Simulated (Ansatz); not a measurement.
The reference is PtS$_{2}$ in the CdI2 type structure (space group P-3m1, No. 164; a = 3.584 Å, c = 4.657 Å; layered, stacked along the Cartesian z axis).

Calculations: PBE-D3(BJ) (Ansatz, an electronic-structure program, PAW, without spin-orbit coupling).

Strains are applied to the cell and any free atomic positions relax.

One change was made to it. Results:

```csv
quantity,base,after
"pressure (mean of the normal stresses, compression positive)",0.0 GPa,4.2 GPa
largest internal atomic displacement,–,0.040 Å
energy relative to the base (free energy F),0 meV/atom,+9.7 meV/atom
```

**Question.** Name the change that was made.
(A) isotropic strain −0.50 %
(B) isotropic strain +2.00 %
(C) isotropic strain −1.50 %
(D) isotropic strain −2.50 %
(E) isotropic strain −3.00 %

**Answer.** C, isotropic strain −1.50 %. For comparison, the energy relative to the base in the other runs: isotropic strain −3.00 % gives +41 meV/atom; isotropic strain −0.50 % gives +1.0 meV/atom; isotropic strain +2.00 % gives +15 meV/atom; isotropic strain −2.50 % gives +28 meV/atom.

No phonon test of stability was made. All final runs are without spin polarisation.
